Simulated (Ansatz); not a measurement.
The parent structure is SiC in the wurtzite structure (space group P6_3mc, No. 186; a = 3.092 Å, c = 5.074 Å). Axes: x lies along a and z along c of the hexagonal cell.

The values are results of PBE in Ansatz (plane waves to 420 eV, PAW, no spin-orbit coupling), earlier PAW set, not measurements.

One thing is altered: biaxial strain +2.22 %, plane normal [001], relaxed out of plane (Cartesian); in-plane vectors clamped, the third vector and the atoms free.

Question: What does the calculation give for the valley order after the change?

Answer: The valley order (the lowest conduction-band minima on the path, energy above the VBM, named in the base's zone) is M (0, 1/2, 0) 2.45 eV; K (-1/3, -1/3, 0) 2.45 eV; Γ 3.89 eV.

Question: How does this affect the in-plane stress?

Answer: The mean in-plane stress (compression positive) amounts to -11.8 GPa.

Question: What does the calculation give for the ratio −ε⊥/ε∥ after the change?

Answer: The ratio −ε⊥/ε∥ is 0.18.

The levels and masses belong to the bands next to the band gap. No phonon test of stability was made.

Ansatz is a program for electronic structure.
